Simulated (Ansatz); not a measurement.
Base system: PbTe in the rock salt structure (space group Fm-3m, No. 225; a = 6.380 Å). Axes: x, y, z lie along the cube axes.

Computed with Kohn–Sham DFT with the LDA functional, run in Ansatz (a quantum-chemistry and plane-wave program) with PAW and 420 eV plane waves, scalar-relativistic without spin-orbit coupling.

Base values:

```
Property    Value
--------  -------
Band gap  0.57 eV
```

It is then changed as follows: biaxial strain −1.00 %, plane normal [001], relaxed out of plane (Cartesian); in-plane vectors clamped, the third vector and the atoms free.

Q: Estimate the effect on the out-of-plane strain.

A: The out-of-plane strain comes out as +0.07 %.

Q: What happens to the band gap?

A: The band gap shrinks by 0.05 eV, from 0.57 eV to 0.52 eV.

With Pb and Te present, leaving out spin-orbit coupling can change the band edges. No phonon test of stability was made.
